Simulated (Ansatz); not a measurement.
This concerns the energy of the reaction as written. Reaction: 2 cell B → cell A. Negative: the products are lower in energy.

Cell A: a sheet of composition Re2, 2 atoms, hexagonal cell of 2.72 Å (6.4 Å²), symmetry P-3m1 within 0.02 Å, 2.1 Å thick under 15 Å of vacuum, in-plane vectors relaxed; planes from bottom to top: Re × 2; a model cell; spin state with PBE: no moments, k-point mesh 18×18×1.
```
CELL_PARAMETERS angstrom
      2.72429     0.00000     0.00000
     -1.36215     2.35931     0.00000
      0.00000     0.00000    16.86620
ATOMIC_POSITIONS crystal
  Re 0.33333 0.66667 0.56172
  Re 0.66667 0.33333 0.43828
```

Cell B: a sheet of composition Re, 1 atom, hexagonal cell of 2.58 Å (5.7 Å²), symmetry P6/mmm within 0.02 Å, 0.0 Å thick under 16 Å of vacuum, in-plane vectors relaxed; planes from bottom to top: Re; a model cell; spin state with PBE: no moments, k-point mesh 30×30×1.
```yaml
crystal:
  lattice:
    - [2.57552, 0.00000, 0.00000]
    - [-1.28776, 2.23046, 0.00000]
    - [0.00000, 0.00000, 16.00000]
  atoms:
    - { symbol: Re, position: [0.00000, 0.00000, 0.50000] }
```

All numbers come from Ansatz (an electronic-structure program), plane waves with PAW, its PAW set soft_1, cutoff 420 eV. The structures are at rest with PBE. Neutral cells; Fermi-Dirac smearing of at most 0.10 eV in the solids, energies taken to zero width. A dispersion term (D3(BJ), or D4 for r2SCAN) was computed beside these levels and is taken off wherever the name lacks it. Space groups of crystals are read within 0.01 Å. Nuclei at rest; no vibrational terms. Spin-orbit coupling is left out. Cell A has symmetry P-3m1 within 0.02 Å and got no random move, so less symmetric positions, which may lie lower, weren't tried. Cell B has symmetry P6/mmm within 0.02 Å and got no random move, so less symmetric positions, which may lie lower, weren't tried.

Problem. Predict the value from PBE.

Solution. -2.86 eV, for 2 cell B → cell A.
